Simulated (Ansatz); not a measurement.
Base system: Zr in the hcp (Mg type) structure (space group P6_3/mmc, No. 194; relaxed with 0.1 eV smearing).

```
Zr
1.0
    3.24436     0.00000     0.00000
   -1.62218     2.80969     0.00000
    0.00000     0.00000     5.15838
Zr
2
Direct
  0.33333   0.66667   0.75000
  0.66667   0.33333   0.25000
```

Cartesian axes are those of the cell as printed.

Level of theory: r2SCAN, PAW, 500 eV (Ansatz, a first-principles code; scalar-relativistic without spin-orbit coupling), earlier PAW set.

Base values:

The shortest interatomic distance comes out as 3.188 Å.

Now apply this change: biaxial strain +4.98 %, plane normal [001], relaxed out of plane (Cartesian); in-plane vectors clamped, the third vector and the atoms free.

Task: What does the calculation give for the shortest interatomic distance, out-of-plane strain and in-plane stress after the change?

Result: The shortest interatomic distance decreases by 0.017 Å (3.188 Å → 3.171 Å); the out-of-plane strain amounts to -3.56 %; the mean in-plane stress (compression positive) comes out as -7.3 GPa.

Stability against distortions was not tested. The final runs are not spin-polarised.
